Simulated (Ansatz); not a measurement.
A hypothetical phase is included: elements placed on a structure type, which no database files for this compound.

Inside the gap of an insulator the Bloch states are evanescent, with a wavenumber k + iκ along the transport direction.

Input:

```
MgO
1.0
    2.62765     0.00000     0.00000
    0.00000     3.71606     0.00000
    0.00000     1.85803     1.85803
Mg O
1 1
Cartesian
  0.00000   0.00000   0.00000
  1.31383   1.85803   0.00000
```

The cell was relaxed by PBE-D3(BJ); by r2SCAN it stands under a pressure of -0.8 GPa.

Transport runs along the normal of the first two printed cell vectors, the (110) plane of the conventional cell.

The gap is the functional's own. No spin-orbit coupling. Mid-gap values are those at the computed energy nearest the middle.

### Question
Predict the band gap and the smallest decay constant κ at mid-gap from r2SCAN in Ansatz (a quantum-chemistry and plane-wave program).

### Answer
Gap 3.44 eV on a 16×16×16 mesh; κ = 0.290 1/Å, at the zone centre.
